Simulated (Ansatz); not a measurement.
Consider TiAl (space group P4/mmm, No. 123; a = 2.8241 Å, c = 4.0748 Å; relaxed with 0.1 eV smearing). Axes: x, y, z lie along a, b, c of the conventional cell.

Calculations: Ansatz (a first-principles code), PBE, PAW, cutoff 420 eV, no SOC.

Strains are applied to the cell and any free atomic positions relax.

One change was made to it. Results:

The pressure (mean of the normal stresses, compression positive) goes from zero to -2.7 GPa; the energy goes up by 5.2 meV/atom.

Name the change that was made.
A) uniaxial strain ε_zz = +3.00 %
B) uniaxial strain ε_zz = −1.00 %
C) uniaxial strain ε_zz = +2.50 %

C, uniaxial strain ε_zz = +2.50 %. For comparison, the energy relative to the base in the other runs: uniaxial strain ε_zz = −1.00 % gives +0.9 meV/atom; uniaxial strain ε_zz = +3.00 % gives +7.5 meV/atom.

Stability against distortions was not tested. All final runs are without spin polarisation.
